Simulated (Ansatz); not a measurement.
System: NaF (model structure, started from the CsCl type, Pm-3m, No. 221, 2 atoms in the cell). Method: PBEsol in Ansatz (plane waves, PAW).

Run with plane-wave cutoff 520 eV, 12×12×12 k mesh, Fermi–Dirac smearing 0.01 eV, scalar-relativistic PAW data made under PBE.

The cell is the one relaxed with PBEsol. Conventional cell: a = 2.8166 Å, b = 2.8166 Å, c = 2.8166 Å, α = 90.00°, β = 90.00°, γ = 90.00°.

```
CELL_PARAMETERS angstrom
      2.81656     0.00000     0.00000
      0.00000     2.81656     0.00000
      0.00000     0.00000     2.81656
ATOMIC_POSITIONS crystal
  Na 0.00000 0.00000 0.00000
  F  0.50000 0.50000 0.50000
```

Question: List the 8 lowest band energies at Γ above −25 eV (eV, relative to the valence band maximum), grouping those that round alike.

Answer: At Γ: -19.89 (×3), -19.71, -0.33 (×3), 5.84.

Note: the relaxation could raise the start's symmetry but not lower it, so the cell can be a saddle point.

A model structure was made by putting elements into a prototype or built by hand; it is no filed structure, need not be a known phase, and can be a saddle point held by its symmetry.

Ansatz is a first-principles code.
